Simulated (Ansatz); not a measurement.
## MgS (F-43m, No. 216, 2 atoms in the cell; start mp-13032; metastable phase)

Level of theory: dielectric-dependent PBEsol hybrid (Ansatz, a program for electronic structure, PAW).

Run with plane-wave cutoff 460 eV, 8×8×8 k mesh, Fermi–Dirac smearing 0.01 eV, scalar-relativistic PAW data made under PBE.

Cell (relaxed with PBEsol):

MgS is taken in the cubic space group F-43m (No. 216), the zinc blende structure, Pearson symbol cF8. Conventional cell: a = b = c = 5.652 Å, α = β = γ = 90.00°. Mg on 4a sees 4 S at 2.447 Å (tetrahedral). S on 4d is coordinated by 4 Mg at 2.447 Å (tetrahedral). (Neighbours: up to the widest gap in distance over summed covalent radii, below 1.35, at either atom; cation-cation and far metal-metal contacts left out.)
(The calculation used a cell of 2 atoms; values per cell refer to that cell.)

For MgS (F-43m, No. 216, 2 atoms in the cell; start mp-13032; metastable phase), the band gap is 5.03 eV (on the SCF k mesh) (direct).

Note: cell and atoms aren't relaxed at this level (pressure -0.7 GPa).

A start named mp-… is a Materials Project structure, which need not be a measured phase.
